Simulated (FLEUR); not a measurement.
Worked example: self-consistent single point of LuHO2 (Pmn2_1, 8 atoms in the cell) in FLEUR.

Level of theory: LDA (Perdew-Zunger), all-electron FLAPW (FLEUR), scalar-relativistic valence.

The change in words: lattice scaled by 0.98. Reference geometry:
```
LuHO2
1.0
    3.35851     0.00000     0.00000
    0.00000     4.72909     0.00000
    0.00000     0.00000     5.30650
Lu H O
2 2 4
Direct
  0.00000   0.72145   0.98413
  0.50000   0.27855   0.48413
  0.50000   0.18768   0.96171
  0.00000   0.81232   0.46171
  0.50000   0.01517   0.85082
  0.00000   0.98483   0.35082
  0.00000   0.51551   0.62612
  0.50000   0.48449   0.12612
```

Reference input (self-consistent single point, DFT, LDA (Perdew-Zunger), all-electron FLAPW (FLEUR), scalar-relativistic valence): Kmax = 4.8 1/bohr; GmaxXC = 19.2 1/bohr; xcFunctional = pz; jspins = 1; l_soc = F; mode = hist; fermiSmearingEnergy = 0.00036749 Htr; mesh (inpgen div1-3) = 7 5 4; inpgen gamma flag = true; Gmax = 19.2 1/bohr; numbands = 0; maxIterBroyd = 40. This run's input differs from it in these lines:

```diff
@@ -3,5 +3,5 @@
 &input film=f /
-6.3466640868 0.0000000000 0.0000000000
-0.0000000000 8.9366849187 0.0000000000
-0.0000000000 0.0000000000 10.0278316803
+6.2197311830 0.0000000000 0.0000000000
+0.0000000000 8.7579508424 0.0000000000
+0.0000000000 0.0000000000 9.8272750467
 1.0
@@ -50,5 +50,5 @@
          <bravaisMatrix>
-            <row-1>    6.3466640867999997     0.0000000000000000     0.0000000000000000</row-1>
-            <row-2>    0.0000000000000000     8.9366849186999993     0.0000000000000000</row-2>
-            <row-3>    0.0000000000000000     0.0000000000000000    10.0278316803000003</row-3>
+            <row-1>    6.2197311830000004     0.0000000000000000     0.0000000000000000</row-1>
+            <row-2>    0.0000000000000000     8.7579508423999997     0.0000000000000000</row-2>
+            <row-3>    0.0000000000000000     0.0000000000000000     9.8272750467000005</row-3>
          </bravaisMatrix>
```

Output, abridged:

```
 Iteration:     1   Distance:      24.28220444 me/bohr^3
 Iteration:     2   Distance:      21.68131378 me/bohr^3
 Iteration:     3   Distance:      12.76010776 me/bohr^3
 Iteration:     4   Distance:       8.95896284 me/bohr^3
 Iteration:     5   Distance:       5.65731788 me/bohr^3
   [... 10 lines left out ...]
 Iteration:    16   Distance:       0.00014585 me/bohr^3
 Iteration:    17   Distance:       0.00012169 me/bohr^3
 Iteration:    18   Distance:       0.00001507 me/bohr^3
 Iteration:    19   Distance:       0.00000324 me/bohr^3
 Reset of history
 Run finished successfully
 Stop message:
   Structural relaxation: new displacements generated

[file out, last iteration]
             iter=     20
[...]
          total density-effective poten   -5.0512979744E+04
          total charge density-energy d   -6.2000874688E+02
 Updated energy parameters for spin:           1
[...]
 fermi energy and band-weighting factors:
    2.117328    2.150499

[...]
FERMIE:
          first approx. to ef    (T=0)  :   1.492449 htr   (energy of the highest occ. eigenvalue)
          number of occ. states  (T=0)  :       1368
          first approx. to seigv (T=0)  :  86.020563 htr
          sum of weights of occ. states :  38.000000
          sum of semicore charge        :   0.000000 e
FERHIS:  Fermi-Energy by histogram:
          bandgap                     :   0.160154 htr
   [... lines left out ...]
          charge neutrality (T=0)     :   0.000000    (zero if the highest occ. eigenvalue is "entirely" occupied)
 Direct bandgap for spin            1 :   0.16015424287167157       Htr
 ---->    free energy=                    -29445.0817130287 htr
   [... lines left out ...]
 TOTAL FORCE FOR ATOM TYPE=  2  X=  3.110   Y=  1.644   Z= -0.376
                       FX_TOT= 0.000000 FY_TOT= 0.021608 FZ_TOT= 0.015980
 TOTAL FORCE FOR ATOM TYPE=  3  X=  3.110   Y=  0.133   Z= -1.466
                       FX_TOT= 0.000000 FY_TOT=-0.017318 FZ_TOT=-0.014169
 TOTAL FORCE FOR ATOM TYPE=  4  X=  0.000   Y= -4.243   Z= -3.674
                       FX_TOT= 0.000000 FY_TOT= 0.005159 FZ_TOT=-0.003496
```

The run converged in 19 iterations. FLEUR gives forces in its relaxation mode, with a further iteration, so its stop message speaks of a relaxation. Against the reference run the free energy falls by 14.4 meV/atom, the largest force goes from 0.676 to 1.382 eV/Å and the gap on the mesh goes from 4.222 to 4.358 eV.

The starting cell comes from a database of computed structures (which also holds hypothetical and non-ambient phases and stackings), without a prior relaxation at this level. For this run, on top of that: lattice scaled by 0.98. Spin-orbit coupling is off. Values depend on the basis (sphere radii, cutoffs, local orbitals), which need not be converged. Forces in this geometry exceed 1 eV/Å.

Cost on one core of a shared machine: roughly 9 min.
